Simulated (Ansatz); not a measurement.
**CdTe under a change: biaxial strain +0.83 %, plane normal [111], relaxed out of plane**

Start from CdTe in the zinc blende structure (space group F-43m, No. 216; a = 6.4887 Å). Axes: x, y, z lie along the cube axes.

It is then changed as follows: biaxial strain +0.83 %, plane normal [111], relaxed out of plane (Cartesian); in-plane vectors clamped, the third vector and the atoms free.

Calculations: PBEsol in Ansatz (plane waves to 420 eV, PAW, no spin-orbit coupling). Γ-centred 9×9×9 mesh, Fermi–Dirac width 0.05 eV.

The space group changes from F-43m (No. 216) to R3m (No. 160) and the shortest interatomic distance rises by 0.007 bohr, from 5.310 bohr to 5.317 bohr. The energy goes up by 1.0 meV/atom and the pressure (mean of the normal stresses, compression positive) decreases by 4.0 kbar to -3.9 kbar. The band gap falls by 0.08 eV to 0.57 eV and the gap character remains direct at Γ. The electron mass changes from 0.055 mₑ (at Γ) to 0.053 mₑ (at Γ) and the valence-band top at Γ (three highest levels, from the VBM) goes from 0.00, 0.00, 0.00 eV to 0.00, -0.07, -0.07 eV. The valley order (the lowest conduction-band minima on the path, energy above the VBM, named in the base's zone) becomes Γ 0.57 eV; L along [111] 1.58 eV; L along [1-1-1] 1.71 eV (base: Γ 0.65 eV; L along ⟨111⟩ 1.74 eV) and the out-of-plane strain is -0.66 %. The ratio −ε⊥/ε∥ comes out as 0.80 and the mean in-plane stress (compression positive) amounts to -0.6 GPa.

Final structure (turned so that z lies along the plane normal):

```yaml
crystal:
  lattice:
    - [4.62629, 0.00000, 0.00000]
    - [2.31315, 4.00649, 0.00000]
    - [2.31315, -1.33550, 3.72143]
  atoms:
    - { symbol: Cd, position: [0.00201, 0.99900, 0.99699] }
    - { symbol: Te, position: [0.49799, 0.25100, 0.75301] }
```

Cost of the whole job for the changed cell (relaxation, final SCF and bands): around 70 core-seconds (rough).

With Te present, leaving out spin-orbit coupling can change the band edges. Effective masses come from finite differences of ±0.01 Å⁻¹. Stability against distortions was not tested. k-point labels follow each cell's own Brillouin zone.

Ansatz is an electronic-structure program.
